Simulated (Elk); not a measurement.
Elk run on Ti3Al (P-6m2, 4 atoms in the cell): self-consistent single point.

Method: Elk 10.2.4 with LDA (PW92), all-electron FP-LAPW, Elk's shipped species files, APW+lo basis with extra local orbitals.

```
CELL_PARAMETERS angstrom
      2.92754     0.00000     0.00000
     -1.46377     2.53532     0.00000
      0.00000     0.00000     9.22636
ATOMIC_POSITIONS crystal
  Ti 0.66667 0.33333 0.00000
  Ti 0.33333 0.66667 0.75059
  Ti 0.33333 0.66667 0.24941
  Al 0.66667 0.33333 0.50000
```

Reference input (self-consistent single point, DFT, PBEsol, all-electron FP-LAPW, Elk's shipped species files, APW+lo basis with extra local orbitals): xctype = 22; rgkmax = 8; stype = 0; swidth = 0.00499791 Ha; ngridk = 10 10 3; gmaxvr = 14 1/bohr; nxlo = 2; lorbcnd = true; lmaxi = 2; maxscl = 100. This run's input differs from it in these lines:

```diff
@@ -2,5 +2,2 @@
   0
-
-xctype
-  22
```

Output (repeated stretches shortened):

```
│ Self-consistent loop started │
│ Loop number : 1 │
 total energy                :     -2798.20862194
│ Loop number : 2 │
 total energy                :     -2797.93749992
RMS change in Kohn-Sham potential (target) :   0.9747213671E-01 (  0.1000000000E-05)
Absolute change in total energy (target)   :   0.2711220221     (  0.1000000000E-03)
│ Loop number : 3 │
 total energy                :     -2798.30624670
RMS change in Kohn-Sham potential (target) :   0.9880783599E-01 (  0.1000000000E-05)
Absolute change in total energy (target)   :   0.3009662743     (  0.1000000000E-03)
│ Loop number : 4 │
   [... lines left out ...]
Absolute change in total energy (target)   :   0.1055920743E-03 (  0.1000000000E-03)
│ Loop number : 18 │
 total energy                :     -2797.96142209
RMS change in Kohn-Sham potential (target) :   0.1026857132E-05 (  0.1000000000E-05)
Absolute change in total energy (target)   :   0.2131768770E-04 (  0.1000000000E-03)
│ Loop number : 19 │
 total energy                :     -2797.96141641
RMS change in Kohn-Sham potential (target) :   0.4923922574E-07 (  0.1000000000E-05)
Absolute change in total energy (target)   :   0.3441423360E-06 (  0.1000000000E-03)
Convergence targets achieved

│ Loop number : 20 │

Energies :
 Fermi                       :     0.274446785788
 total energy                :     -2797.96142077

Density of states at Fermi energy :    95.34074446
 (states/Hartree/unit cell)

Estimated indirect band gap :   0.2504567476E-02
 from k-point     40 to k-point     42
Estimated direct band gap   :   0.4476928794E-02
 at k-point     44

Charges :
 core                        :    34.00000000
 valence                     :    45.00000000
 interstitial                :    6.632330304
 muffin-tins (core leakage)
  species :    1 (Ti)
   atom    1                 :    20.38988757     (  0.5536122671E-09)
   atom    2                 :    20.36498524     (  0.5884608356E-09)
   atom    3                 :    20.36498524     (  0.5884608356E-09)
  species :    2 (Al)
   atom    1                 :    11.24781164     (  0.5003445901E-03)
 total in muffin-tins        :    72.36766970
 total calculated charge     :    79.00398452
 total charge                :    79.00000000
 error                       :   0.3984520425E-02

│ Self-consistent loop stopped │
```

The run converged in 20 iterations. The count includes the last loop, which Elk runs after its targets are met. 

The starting cell comes from a database of computed structures (which also holds hypothetical and non-ambient phases and stackings), without a prior relaxation at this level. Spin polarisation is off. Values depend on the basis (sphere radii, cutoffs, local orbitals), which need not be converged. The log's line on a gap gives a spacing of levels on this mesh, which the program prints for metals too.

Cost on one core of a shared machine: roughly 4 min.
